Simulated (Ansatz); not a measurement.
Base system: ZnO in the wurtzite structure (space group P6_3mc, No. 186; a = 3.230 Å, c = 5.214 Å).

Perturbation: the cell is scaled by 1.0120 in all directions; the atoms relax in the strained cell.

The values are results of PBEsol (Ansatz, a first-principles code; PAW; 420 eV plane waves; scalar-relativistic without spin-orbit coupling), not measurements.

Base, band edges from the VBM (valence, conduction): K -1.77, 7.50; H -1.29, 7.88; M -0.86, 5.74; L -1.41, 5.60; A -0.40, 3.39; Γ 0.00, 0.70 eV.

**Question.** Give the band edges at the high-symmetry points of the new zone, measured from its valence-band maximum.

**Answer.** 
```tsv
point	valence edge (eV)	conduction edge (eV)
Γ	0.00	0.65
M	-0.81	5.59
K	-1.69	7.49
A	-0.38	3.31
L	-1.35	5.54
H	-1.21	7.76
```

The gap is 0.65 eV, direct at Γ.

No phonon test of stability was made.
